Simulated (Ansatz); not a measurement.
Base system: HgTe in the zinc blende structure (space group F-43m, No. 216; a = 6.6507 Å). Axes: x, y, z lie along the cube axes.

Level of theory: PBE (Ansatz, a quantum-chemistry and plane-wave program, PAW, no spin-orbit coupling).

Now apply this change: every lattice vector is shortened by 2.50 %; the atoms relax in the strained cell.

**Question.** Predict the stress tensor and what it implies for the stiffness.

**Answer.** Stress of the strained cell less that of the base (GPa, compression positive):
```
    3.2     0.0     0.0
    0.0     3.2     0.0
    0.0     0.0     3.2
```

Then B = −ΔP/(ΔV/V₀) with ΔV/V₀ = -0.0731 gives secant stiffness values (nonlinear terms included at this strain): B ≈ 43 GPa.

As a check, the harmonic strain energy −½ V₀ Δσ:ε is 27 meV/atom; the computed energy rise is 25 meV/atom.

No phonon test of stability was made. All final runs are without spin polarisation.
